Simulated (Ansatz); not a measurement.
## Short convergence ladders for Lu₃TlC (P4mm, 5 atoms in the cell)

```
CELL_PARAMETERS angstrom
      4.73183     0.00000     0.00000
      0.00000     4.73183     0.00000
      0.00000     0.00000     4.73183
ATOMIC_POSITIONS crystal
  Lu 0.50000 0.00000 0.50000
  Lu 0.01057 0.50000 0.50000
  Lu 0.50000 0.50000 0.00000
  Tl 0.00000 0.00000 0.00000
  C  0.50000 0.50000 0.50000
```

Base method: LDA (PW92), default PAW files made with PBE (plane waves; Ansatz, a first-principles code).

Base settings: basis.ecutwfc = 420 eV; kpoints.mp_grid.grid = 5 5 5; hamiltonian.xc = lda; hamiltonian.pseudopotentials = {kind: paw} (the program's default PAW files); scf.occupations.method = gaussian; scf.occupations.width = 0.1 eV.

The count of work is k-points × plane waves × bands × iterations; it is no time. Core times come from one kind of shared machine, to one figure; runs under 30 s give none.

**The cutoff for other potential files**

Level: DFT, LDA (PW92), plane waves, harder PAW files (source: ansatz) made with PBE.

In this ladder: hamiltonian.pseudopotentials = {kind: paw, source: ansatz}.

The second cell is the first with its lattice scaled by 0.98.

The mesh stays at the base's, so the ladder's end is converged at best in this setting alone.

The first pressure column holds Ansatz's estimate of the finite-basis (Pulay) stress, which hides part of the cutoff error; the other is without it.

Only quantities that move along the ladder and can be compared are tabulated.

| basis.ecutwfc | free energy less the last step's (meV/atom) | energy of the compressed cell less the first (meV/atom) | pressure (GPa) | pressure without the Pulay estimate (GPa) | largest difference of a force vector from the last step's (eV/Å) | count of work / last | core time / last (rough) |
|---|---|---|---|---|---|---|---|
| 370 eV | 5128.04 | -96.06 | -3.51 | -298.14 | 0.612 | 0.12 | – |
| 450 eV | 413.62 | -4.45 | -4.09 | -34.34 | 0.027 | 0.16 | – |
| 575 eV | 5.83 | -10.79 | -4.14 | -4.63 | 0.000 | 0.21 | – |
| 695 eV | 1.05 | -10.82 | -4.14 | -4.17 | 0.000 | 0.27 | – |
| 820 eV | 0.70 | -10.81 | -4.14 | -4.14 | 0.000 | 0.36 | 0.4 |
| 985 eV | 0.42 | -10.81 | -4.14 | -4.15 | 0.000 | 0.47 | 0.5 |
| 1230 eV | 0.19 | -10.82 | -4.14 | -4.15 | 0.000 | 0.65 | 0.7 |
| 1640 eV | 0.00 | -10.82 | -4.14 | -4.15 | 0.000 | 1.0 | 1 |

Coarsest basis.ecutwfc that holds the energy of the compressed cell less the first within 2 meV/atom of the last step, with all finer ones: 575 eV, at 0.21 of the last step's count of work; the step before is off by 6.4 meV/atom.

Coarsest basis.ecutwfc that holds the pressure within 0.5 GPa of the last step, with all finer ones: 450 eV, at 0.16 of the last step's count of work; the step before is off by 0.63 GPa.

Coarsest basis.ecutwfc that holds the forces within 0.02 eV/Å of the last step, with all finer ones: 575 eV, at 0.21 of the last step's count of work; the step before is off by 0.027 eV/Å.

The energy difference between the two cells stays within 1 meV/atom of the last step's from 575 eV on, the total only from 820 eV on: much of the error is common to both cells and cancels.

At the lowest cutoff the pressure without the Pulay estimate lies 294 GPa under the last step's, the usual sign of Pulay stress in an incomplete plane-wave basis.

**The relaxed cell against the cutoff**

On Lu3TlC (Pm-3m, 5 atoms in the cell): atoms on their sites.

In this ladder: relax = cell and atoms.

The mesh stays at the base's, so the ladder's end is converged at best in this setting alone.

Only quantities that move along the ladder and can be compared are tabulated.

| basis.ecutwfc | relaxed volume (Å³/atom) | relaxation steps |
|---|---|---|
| 210 eV | 20.708 | 40 |
| 250 eV | 20.352 | 37 |
| 295 eV | 20.239 | 11 |
| 355 eV | 20.256 | 7 |
| 420 eV | 20.245 | 5 |
| 505 eV | 20.239 | 5 |
| 630 eV | 20.238 | 5 |
| 840 eV | 20.238 | 5 |

Coarsest basis.ecutwfc that holds the relaxed volume within 0.101 Å³/atom of the last step, with all finer ones: 295 eV; the step before is off by 0.11 Å³/atom.

At the lowest cutoff the cell relaxes to a volume 2.3 % larger than at the highest. Ansatz relaxes on a stress corrected for the finite basis.

On the base run: the starting cell comes from a database of computed structures (which also holds hypothetical and non-ambient phases and stackings), without a prior relaxation at this level. Its lattice was rescaled by up to half a per cent. One atom was moved a little off its site on purpose.

Keys are those of Ansatz 0.2.
